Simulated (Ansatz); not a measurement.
**How the elastic constant C13 of hexagonal WC moves with the method**

No measured value is used here.

```csv
level (code),value (GPa),cell (Å³/atom)
LDA (Ansatz),198,10.13
PBE (Ansatz),171,10.52
PBEsol (Ansatz),188,10.29
r²SCAN (Ansatz),175,10.42
HSE06 (Ansatz),175,10.28
```

Density-functional levels without +SOC have no spin–orbit coupling. HSE06: hybrids on metals are sensitive to the k mesh. Each level is taken at its own relaxed cell. Cutoffs and k meshes differ between the levels. Ansatz's density-functional and Hartree–Fock values are scalar-relativistic unless marked +SOC, with PAW data made under PBE.

Ansatz is an electronic-structure program.
